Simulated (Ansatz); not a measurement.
Calculation: PBE (plane waves to 420 eV, PAW; Ansatz, an electronic-structure program).

Electrostatic potential energy of an electron, averaged over planes parallel to the surface, in eV from the Fermi level, for Ti on the 1x1 (111) surface of fcc Au (the real clean face reconstructs), one in a 2x2 cell, started at the site 'top Au':

```tsv
z (Å)	V (eV)
5.30	5.23
5.59	5.23
5.89	5.23
6.18	5.23
6.48	5.22
6.77	5.21
7.07	5.19
7.36	5.13
7.66	5.00
7.95	4.70
8.24	4.00
8.54	2.35
8.83	-2.15
9.13	-9.66
9.42	-14.79
9.72	-15.89
10.01	-13.05
10.31	-6.51
10.60	-0.30
10.89	1.06
11.19	-1.67
11.48	-8.70
11.78	-14.46
12.07	-16.30
12.37	-14.26
12.66	-8.34
12.96	-1.42
13.25	1.03
13.54	-0.61
13.84	-7.03
14.13	-13.42
14.43	-16.05
14.72	-14.79
15.02	-9.54
15.31	-2.22
15.61	1.56
15.90	1.68
16.19	0.52
16.49	-0.18
16.78	-0.20
17.08	0.48
17.37	1.48
17.67	0.74
17.96	-4.15
18.26	-10.31
18.55	-14.19
18.84	-14.54
19.14	-11.06
19.43	-4.93
19.73	-0.24
20.02	2.10
20.32	3.10
20.61	3.54
20.91	3.75
21.20	3.84
21.49	3.88
21.79	3.90
22.08	3.91
22.38	3.92
22.67	3.92
22.97	3.92
23.26	3.92
23.56	3.92
```

Set-up: 17 atoms, 7.2 Å thick at the start under the adsorbate (thin: gaps and levels are the slab's own); mesh 6x6x1; 0.1 eV smearing; dipole correction on; 8 atoms held, the rest relaxed; start symmetry kept, larger cells not searched; spin-polarised, no spin-orbit, no U, no dispersion correction. At the end it is bonded to 7 Au. In PBE it is, or lies within 0.03 eV of, the lowest of the starts that converged.

Task: The surface cell has an area of 29.93 Å². What dipole along the normal does the step between the two vacuum levels imply?

Result: the top vacuum level lies 1.31 eV below the bottom one; p = −ε₀ A ΔV (ε₀ = 0.005526 e/(V·Å)) gives 0.22 e·Å a cell.
